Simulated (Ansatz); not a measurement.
Consider HgTe in the zinc blende structure (space group F-43m, No. 216; a = 6.5728 Å). Axes: x, y, z lie along the cube axes.

The values are results of r2SCAN (Ansatz, an electronic-structure program, PAW, no spin-orbit coupling), not measurements.

For the base:

- Shortest interatomic distance = 2.846 Å
- Pressure = 0.0 GPa

One thing is altered: tensile biaxial strain of 1.00 % in the plane normal to [001], as in epitaxy on a mismatched substrate; the out-of-plane cell vector and the atoms relax.

Question: How does this affect the energy relative to the base, shortest interatomic distance and pressure?

Answer: The energy goes up by 0.8 meV/atom; the shortest interatomic distance increases by 0.006 Å, from 2.846 Å to 2.852 Å; the pressure (mean of the normal stresses, compression positive) goes from zero to -0.2 GPa.

Stability against distortions was not tested. All final runs are without spin polarisation.
